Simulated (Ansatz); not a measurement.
# C, response to strain

Consider C in the diamond structure (space group Fd-3m, No. 227).

```
CELL_PARAMETERS angstrom
      0.00000     1.78014     1.78014
      1.78014     0.00000     1.78014
      1.78014     1.78014     0.00000
ATOMIC_POSITIONS crystal
  C  0.50000 0.50000 0.50000
  C  0.75000 0.75000 0.75000
```

Cartesian axes are those of the cell as printed.

Strains are applied to the cell and any free atomic positions relax; under biaxial strain the out-of-plane vector relaxes too.

The values are results of plane-wave PAW DFT at the r2SCAN level (Ansatz, a first-principles code, 500 eV), no spin-orbit coupling, earlier PAW set, not measurements.

Candidates:
(a) biaxial strain −3.00 %, plane normal [110], relaxed out of plane
(b) isotropic strain −5.36 %
(c) strain tensor (xx, yy, zz, yz, xz, xy) = (−1.25, −2.10, −1.21, −0.75, +0.12, −1.59) %
(d) tensor shear ε_yz = −3.57 %

Before the change:

| Property | Result |
|---|---|
| Smallest direct gap | 5.89 eV |

Question: Order them by smallest direct gap, lowest first.

Answer: (d) tensor shear ε_yz = −3.57 % (4.75 eV), (c) strain tensor (xx, yy, zz, yz, xz, xy) = (−1.25, −2.10, −1.21, −0.75, +0.12, −1.59) % (5.30 eV), (a) biaxial strain −3.00 %, plane normal [110], relaxed out of plane (5.47 eV), (b) isotropic strain −5.36 % (6.37 eV)

No phonon test of stability was made.
